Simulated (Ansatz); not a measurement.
Consider Al in the fcc (Cu type) structure (space group Fm-3m, No. 225; relaxed with 0.1 eV smearing).

```yaml
crystal:
  lattice:
    - [0.00000, 1.99194, 1.99194]
    - [1.99194, 0.00000, 1.99194]
    - [1.99194, 1.99194, 0.00000]
  atoms:
    - { symbol: Al, position: [0.00000, 0.00000, 0.00000] }
```

Cartesian axes are those of the cell as printed.

The values are results of Kohn–Sham DFT with the LDA functional, run in Ansatz (a quantum-chemistry and plane-wave program) with PAW and 420 eV plane waves, no SOC, not measurements.

It is then changed as follows: every lattice vector is stretched by 2.00 %, atoms relaxed at fixed cell.

Problem. Predict the stress tensor and what it implies for the stiffness.

Solution. Stress of the strained cell less that of the base (GPa, compression positive):
```
   -4.3     0.0     0.0
    0.0    -4.3     0.0
    0.0     0.0    -4.3
```

Then B = −ΔP/(ΔV/V₀) with ΔV/V₀ = 0.0612 gives secant stiffness values (nonlinear terms included at this strain): B ≈ 71 GPa.

As a check, the harmonic strain energy −½ V₀ Δσ:ε is 13 meV/atom; the computed energy rise is 14 meV/atom.

No phonon test of stability was made.
